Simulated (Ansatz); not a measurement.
Start from GaP in the zinc blende structure (space group F-43m, No. 216; a = 5.438 Å).

The other end (x = 1) is InP in the zinc blende structure (space group F-43m, No. 216): 25.39 Å³/atom, gap 0.57 eV.

All numbers come from PBEsol/PAW in Ansatz (an electronic-structure program), scalar-relativistic without spin-orbit coupling.

In replaces a fraction x of Ga; each row is one arrangement (x, atoms in the cell, starting space group or random), fully relaxed.

One change was made to it. Results:

The valence-band top at Γ (three highest levels, from the VBM) changes from 0.00, 0.00, 0.00 eV to 0.00, -0.04, -0.10 eV; the volume per atom grows by 3.868 Å³, from 20.11 Å³ to 23.97 Å³; the gap character (in this cell's own zone, which can be folded) amounts to direct at Γ.

**Question.** Name the change that was made.
A. x(In) = 0.25, 8 atoms, Cm
B. x(In) = 0.5, 8 atoms, Cm
C. x(In) = 0.75, 8 atoms, Pmm2
D. x(In) = 0.25, 8 atoms, Amm2

**Answer.** C, x(In) = 0.75, 8 atoms, Pmm2. For comparison, the valence-band top at Γ in the other runs: x(In) = 0.25, 8 atoms, Cm gives 0.00, -0.08, -0.13 eV; x(In) = 0.5, 8 atoms, Cm gives 0.00, -0.09, -0.12 eV; x(In) = 0.25, 8 atoms, Amm2 gives 0.00, -0.10, -0.12 eV.

These are small ordered cells, not random alloys; other orderings at the same x differ. No phonon test of stability was made. Labels are those of the standard path for the cell's own space group.
